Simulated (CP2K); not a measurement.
Band structure of Na3Tl (I4/mmm, 4 atoms in the cell).

```yaml
crystal:
  lattice:
    - [6.14113, 0.00000, 0.00000]
    - [2.06878, 5.78219, 0.00000]
    - [-4.10496, -2.89109, 3.53616]
  atoms:
    - { symbol: Na, position: [0.75000, 0.25000, 0.50000] }
    - { symbol: Na, position: [0.25000, 0.75000, 0.50000] }
    - { symbol: Na, position: [0.50000, 0.50000, 0.00000] }
    - { symbol: Tl, position: [0.00000, 0.00000, 0.00000] }
```

Computed with CP2K 2026.2 with LDA (Pade form), GPW, DZVP-MOLOPT-SR-GTH basis, GTH-PADE potentials (GTH_POTENTIALS).

Settings: CUTOFF = 950 Ry; REL_CUTOFF = 50 Ry; SMEAR/METHOD = GAUSSIAN; SIGMA = 0.272 eV; KPOINTS/SCHEME = MACDONALD 6 6 6 0.08333333333 0.08333333333 0.08333333333; XC_FUNCTIONAL = PADE; Na/BASIS_SET = DZVP-MOLOPT-SR-GTH; Na/POTENTIAL = GTH-PADE-q9; Tl/BASIS_SET = DZVP-MOLOPT-SR-GTH; Tl/POTENTIAL = GTH-PADE-q13; METHOD = GPW; EPS_DEFAULT = 1e-11; EXTRAPOLATION = USE_GUESS; NGRIDS = 5.

The starting cell comes from a database of computed structures (which also holds hypothetical and non-ambient phases and stackings), without a prior relaxation at this level. Its lattice was rescaled by a random factor within 2.5 % of one. Spin-orbit coupling is off. Values carry the incompleteness of an atom-centred basis.

Levels in eV from the Fermi level, bands 17 to 22:
| point | 17 | 18 | 19 | 20 | 21 | 22 |
|---|---|---|---|---|---|---|
| Γ | -11.22 | -6.69 | 0.06 | 0.51 | 1.43 | 1.43 |
| X | -11.21 | -5.80 | -1.40 | -0.63 | -0.17 | 0.47 |
| Y | -11.21 | -5.88 | -1.22 | -0.92 | -0.84 | 1.35 |
| S | -11.21 | -6.11 | -1.77 | -1.61 | 1.38 | 2.94 |
| Z | -11.22 | -6.33 | -2.47 | 0.73 | 0.73 | 1.34 |
| S1 | -11.21 | -6.11 | -1.77 | -1.61 | 1.38 | 2.94 |
| N | -11.21 | -6.13 | -2.21 | -0.08 | 0.62 | 1.70 |
| P | -11.21 | -5.80 | -1.10 | -1.10 | -0.46 | 1.74 |
| Y1 | -11.21 | -5.88 | -1.22 | -0.92 | -0.84 | 1.35 |

Bands cross the Fermi level along this path, so the cell is metallic at this level.

Higher empty bands are left out: an atom-centred basis made for the valence describes them poorly.
